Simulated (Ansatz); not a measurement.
Base system: W in the bcc (W type) structure (space group Im-3m, No. 229; a = 3.1543 Å).

Levels (all Ansatz, a first-principles code, PAW): PBEsol (420 eV, no spin-orbit coupling); PBEsol+SOC (420 eV, with spin-orbit coupling).

The geometry is relaxed with PBEsol.

- PBEsol pressure = 0.0 GPa

**Question.** Predict the pressure from PBEsol+SOC.

**Answer.** The pressure goes from zero to 0.4 GPa.

Single points use the geometry relaxed with PBEsol. Differences between runs with and without spin-orbit coupling are approximate. Whether these cells are dynamically stable was not tested. The runs without spin-orbit coupling are not spin-polarised.
